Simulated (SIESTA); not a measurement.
**Worked example: self-consistent single point of Nb (Im-3m, 1 atom in the cell) in SIESTA**

Level of theory: GGA PBE, numerical atomic orbitals DZP, PseudoDojo PBE standard norm-conserving potentials (rewritten from UPF to PSML) in SIESTA.

Input as run:

```
# files in the folder: Nb.psml (PseudoDojo PBE standard)
SystemName  Nb
SystemLabel Nb

NumberOfAtoms                1
NumberOfSpecies              1
%block ChemicalSpeciesLabel
  1 41 Nb
%endblock ChemicalSpeciesLabel
LatticeConstant              1.0 Ang
%block LatticeVectors
    -1.658250000    1.658250000    1.658250000
     1.658250000   -1.658250000    1.658250000
     1.658250000    1.658250000   -1.658250000
%endblock LatticeVectors
AtomicCoordinatesFormat      Ang
%block AtomicCoordinatesAndAtomicSpecies
     0.000000000    0.000000000    0.000000000  1
%endblock AtomicCoordinatesAndAtomicSpecies

XC.functional                GGA
XC.authors                   PBE
PAO.BasisSize                DZP
PAO.EnergyShift              0.005 Ry
MeshCutoff                   300 Ry
%block kgrid.MonkhorstPack
    7   0   0  0.0
    0   7   0  0.0
    0   0   7  0.0
%endblock kgrid.MonkhorstPack
OccupationFunction           FD
ElectronicTemperature        0.1 eV

MaxSCFIterations             150
SCF.Mixer.Method             Pulay
SCF.Mixer.Weight             0.1
SCF.Mixer.History            8
SCF.DM.Tolerance             1.0E-05
Diag.ParallelOverK           true
WriteForces                  true
Charge.Mulliken              end
```

Output (repeated stretches shortened):

```
reinit: Reading from file input.fdf

reinit: System Name: Nb
reinit: System Label: Nb

coor:   Atomic-coordinates input format  =     Cartesian coordinates
coor:                                          (in Angstroms)

siesta: Atomic coordinates (Bohr) and species
siesta:      0.00000   0.00000   0.00000  1        1

siesta: System type = bulk

initatomlists: Number of atoms, orbitals, and projectors:      1    19    18

siesta: ******************** Simulation parameters ****************************
redata: Spin configuration                          = none
redata: Time-Reversal Symmetry                      = T
redata: Number of Atomic Species                    =        1
redata: Mesh Cutoff                                 =   300.0000 Ry
redata: Net charge of the system                    =     0.0000 |e|
redata: Min. number of SCF Iter                     =        0
redata: Max. number of SCF Iter                     =      150
redata: SCF convergence failure will abort job
redata: SCF mix quantity                            = Hamiltonian
redata: Mix DM or H after convergence               =   F
redata: Recompute H after scf cycle                 =   F
redata: Mix DM in first SCF step                    =   T
redata: No kicks to SCF
redata: DM Mixing Weight for Kicks                  =     0.5000
redata: Require Harris convergence for SCF          =   F
redata: Harris energy tolerance for SCF             =     0.000100 eV
redata: Require DM convergence for SCF              =   T
redata: DM tolerance for SCF                        =     0.000010
redata: Require EDM convergence for SCF             =   F
redata: EDM tolerance for SCF                       =     0.001000 eV
redata: Require H convergence for SCF               =   T
redata: Hamiltonian tolerance for SCF               =     0.001000 eV
redata: Require (free) Energy convergence for SCF   =   F
redata: (free) Energy tolerance for SCF             =     0.000100 eV
redata: Using DFT-D3 dispersion                     =   F
redata: Using Saved Data (generic)                  =   F
redata: Method of Calculation                       = Diagonalization
redata: Electronic Temperature                      =  1160.4518 K
redata: Number of TDED substeps                     =        3
redata: Dynamics option                             = Single-point calculation
redata: Save all siesta data in one NC              =   F
redata: ***********************************************************************

%block SCF.Mixers
  Pulay
%endblock SCF.Mixers

%block SCF.Mixer.Pulay
  # Mixing method
  method pulay
  variant stable

  # Mixing options
  weight 0.1000
  weight.linear 0.1000
  history 8
%endblock SCF.Mixer.Pulay

DM_history_depth set to one: no extrapolation allowed by default for geometry relaxation
Size of DM history Fstack: 1
Total number of electrons:    13.000000
Total ionic charge:    13.000000

* ProcessorY, Blocksize:    1  20

* Orbital distribution balance (max,min):    19    19

 Kpoints in:          196 . Kpoints trimmed:          172

siesta: k-grid: Number of k-points = 172
siesta: k-points from Monkhorst-Pack grid
siesta: k-cutoff (effective) =    10.053 Ang
siesta: k-point supercell and displacements
siesta: k-grid:     7     0     0      0.000
siesta: k-grid:     0     7     0      0.000
siesta: k-grid:     0     0     7      0.000

diag: Algorithm                                     = D&C
diag: Parallel over k                               =   F
diag: Use parallel 2D distribution                  =   F
diag: Parallel block-size                           = 20
diag: Parallel distribution                         =     1 x     1
diag: Used triangular part                          = Lower
diag: Absolute tolerance                            =  0.100E-15
diag: Orthogonalization factor                      =  0.100E-05
diag: Memory factor                                 =  1.0000

superc: Internal auxiliary supercell:     9 x     9 x     9  =     729
superc: Number of atoms, orbitals, and projectors:    729  13851  13122

                        Single-point calculation

superc: Internal auxiliary supercell:     9 x     9 x     9  =     729
superc: Number of atoms, orbitals, and projectors:    729  13851  13122

outcell: Unit cell vectors (Ang):
       -1.658250    1.658250    1.658250
        1.658250   -1.658250    1.658250
        1.658250    1.658250   -1.658250

outcell: Cell vector modules (Ang)   :    2.872173    2.872173    2.872173
outcell: Cell angles (23,13,12) (deg):    109.4712    109.4712    109.4712
outcell: Cell volume (Ang**3)        :     18.2394
new_DM -- step:     1
Initializing Density Matrix...

Attempting to read DM from file... Failed...
DM filled with atomic data:

InitMesh: MESH = 30 x 30 x 30 = 27000
InitMesh: Mesh cutoff (required, used) =   300.000   452.287 Ry

stepf: Fermi-Dirac step function

        iscf     Eharris(eV)        E_KS(eV)     FreeEng(eV)     dDmax    Ef(eV) dHmax(eV)
   scf:    1    -1686.609212    -1693.766548    -1693.811700  0.431130 -4.456815  4.738668
   scf:    2    -1694.127553    -1693.950428    -1694.000350  0.081687 -4.592103  3.963852
   scf:    3    -1694.607265    -1694.377342    -1694.443707  0.343132 -5.294451  0.109267
   scf:    4    -1694.375026    -1694.377076    -1694.442916  0.030070 -5.247360  0.255208
   scf:    5    -1694.379027    -1694.378301    -1694.444431  0.016275 -5.306946  0.027078
   scf:    6    -1694.378263    -1694.378286    -1694.444449  0.002057 -5.313227  0.000233
   scf:    7    -1694.378289    -1694.378287    -1694.444449  0.000082 -5.313392  0.000141
mix: Pulay -- inversion failed, > SVD [rank/size] 2 / 6
   scf:    8    -1694.378287    -1694.378287    -1694.444449  0.000011 -5.313420  0.000007
mix: Pulay -- inversion failed, > SVD [rank/size] 2 / 7
   scf:    9    -1694.378287    -1694.378287    -1694.444449  0.000000 -5.313420  0.000005

SCF Convergence by DM+H criterion
max |DM_out - DM_in|         :     0.0000004994
max |H_out - H_in|      (eV) :     0.0000051961
SCF cycle converged after 9 iterations

Using DM_out to compute the final energy and forces

siesta: E_KS(eV) =            -1694.3783

siesta: E_KS - E_eggbox =     -1694.3783

siesta: Atomic forces (eV/Ang):
     1   -0.000000   -0.000000   -0.000000
   Tot   -0.000000   -0.000000   -0.000000
   Max    0.000000
   Res    0.000000    sqrt( Sum f_i^2 / 3N )
   Max    0.000000    constrained

Stress tensor Voigt[x,y,z,yz,xz,xy] (kbar):        5.60        5.60        5.60        0.02        0.02        0.02
(Free)E + p*V (eV/cell)    -1694.5082
Target enthalpy (eV/cell)    -1694.4444

siesta: Program's energy decomposition (eV):
siesta: Ebs     =      -368.292289
siesta: Eions   =      2858.435064
siesta: Ena     =       791.960991
siesta: Ekin    =       492.243205
siesta: Enl     =       209.700695
siesta: Eso     =         0.000000
siesta: Edftu   =         0.000000
siesta: DEna    =        24.163637
siesta: DUscf   =         0.888126
siesta: DUext   =         0.000000
siesta: Ex      =      -330.021018
siesta: Ec      =       -24.878859
siesta: Exc     =      -354.899877
siesta: Eharris =     -1694.378287
siesta: Etot    =     -1694.378287
siesta: FreeEng =     -1694.444449

siesta: Stress tensor (static) (eV/Ang**3):
siesta:     0.003495    0.000013    0.000013
siesta:     0.000013    0.003495    0.000013
siesta:     0.000013    0.000013    0.003495

siesta: Cell volume =         18.239377 Ang**3

siesta: Pressure (static):
siesta:                Solid            Molecule  Units
siesta:          -0.00003807         -0.00003807  Ry/Bohr**3
siesta:          -0.00349507         -0.00349507  eV/Ang**3
siesta:          -5.59971434         -5.59971434  kBar

mulliken: Atomic and Orbital Populations:

Species: Nb
Atom  Qatom  Qorb
               4s      5s      5s      4py     4pz     4px     5py     5pz
               5px     4dxy    4dyz    4dz2    4dxz    4dx2-y2 4dxy    4dyz
               4dz2    4dxz    4dx2-y2
   1 13.000   1.869   0.028   0.472   1.934   1.934   1.934   0.274   0.274
              0.274   0.792   0.792   0.843   0.792   0.843   0.037   0.037

             -0.082   0.037  -0.082

mulliken: Qtot =       13.000

Mulliken Atomic Populations:
Atom #   charge [q] valence [e]  Species
     1     0.000000   13.000000  Nb
 Total     0.000000
```

The run converged in 9 iterations.

The starting cell has typed, rounded lattice constants, without a prior relaxation at this level. Its lattice was rescaled by up to half a per cent. Spin polarisation is off. Values carry the incompleteness of an atom-centred basis.
